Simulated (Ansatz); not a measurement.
Formation enthalpy of MoGe₂ (model structure, started from the C54 type, Fddd, No. 70, 6 atoms in the cell) at several levels of theory

No measured value is used here.

| level (code) | value (eV/atom) |
|---|---|
| PBE (Ansatz) | -0.046 |
| PBEsol (Ansatz) | -0.143 |
| PBE-D3(BJ) (Ansatz) | -0.145 |

Each level is taken at its own relaxed cell. Ansatz's density-functional and Hartree–Fock values are scalar-relativistic unless marked +SOC, with PAW data made under PBE.

A model structure was made by putting elements into a prototype or built by hand; it is no filed structure, need not be a known phase, and can be a saddle point held by its symmetry.

Ansatz is a first-principles code.
